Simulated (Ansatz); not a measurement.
**MoS2: pressure series**

Consider MoS₂ in the 2H-MoS2 type structure (space group P6_3/mmc, No. 194; a = 3.109 Å, c = 11.709 Å; layered, stacked along the Cartesian z axis).

Cell and atoms are relaxed at each pressure.

The values are results of DFT with PBEsol-D3(BJ), PAW potentials and a 420 eV plane-wave cutoff in Ansatz (a quantum-chemistry and plane-wave program), no spin-orbit coupling, not measurements.

```
case              band gap   c/a ratio  lattice parameter a
----------------  --------  ----------  -------------------
base               0.52 eV       3.766           5.875 bohr
pressure −2 GPa    0.69 eV       3.836           5.909 bohr
pressure −1 GPa    0.60 eV       3.794           5.891 bohr
pressure 3 GPa     0.35 eV       3.713           5.830 bohr
pressure 7 GPa     0.18 eV       3.675           5.778 bohr
pressure 15 GPa       zero       3.641           5.686 bohr
pressure 30 GPa       zero       3.625           5.546 bohr
pressure 50 GPa       zero       3.633           5.394 bohr
pressure 75 GPa       zero  (withheld)           (withheld)
pressure 100 GPa      zero       3.707           5.121 bohr
```

Q: Fill in the withheld entries from the trend.

A: 
- pressure 75 GPa, c/a ratio: 3.668
- pressure 75 GPa, lattice parameter a: 5.244 bohr

A case with no gap was solved on a k-mesh chosen for an insulator, which is coarse for it. Load acts through the strain it causes; cell and atoms are relaxed under it. Whether these cells are dynamically stable was not tested. Competing high-pressure phases were not computed. The final runs are not spin-polarised. A zero or small gap of MoS2 under pressure 7 GPa, MoS2 under pressure 15 GPa and MoS2 under pressure 30 GPa can be the functional's error rather than a property of the material.
